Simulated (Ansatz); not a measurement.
System: NaH (model structure, started from the CsCl type, Pm-3m, No. 221, 2 atoms in the cell). Method: r²SCAN (plane waves, PAW; Ansatz, a program for electronic structure).

Numerical settings: plane-wave cutoff 560 eV, 12×12×12 k mesh, Fermi–Dirac smearing 0.01 eV, scalar-relativistic PAW data made under PBE.

Cell (relaxed with PBEsol):

```
CELL_PARAMETERS angstrom
      2.93746     0.00000     0.00000
      0.00000     2.93746     0.00000
      0.00000     0.00000     2.93746
ATOMIC_POSITIONS crystal
  Na 0.00000 0.00000 0.00000
  H  0.50000 0.50000 0.50000
```

Task: Estimate the band gap, smallest direct gap on the k points sampled and Γ–Γ gap that the calculation returns.

Result: 
band gap: 1.60 eV (indirect)
smallest direct gap on the k points sampled: 5.15 eV
Γ–Γ gap: 15.88 eV

Note: the relaxation could raise the start's symmetry but not lower it, so the cell can be a saddle point.

The computed numbers hold no vibrational or temperature effects.

The result took roughly 6 core-seconds.

A model structure was made by putting elements into a prototype or built by hand; it is no filed structure, need not be a known phase, and can be a saddle point held by its symmetry.
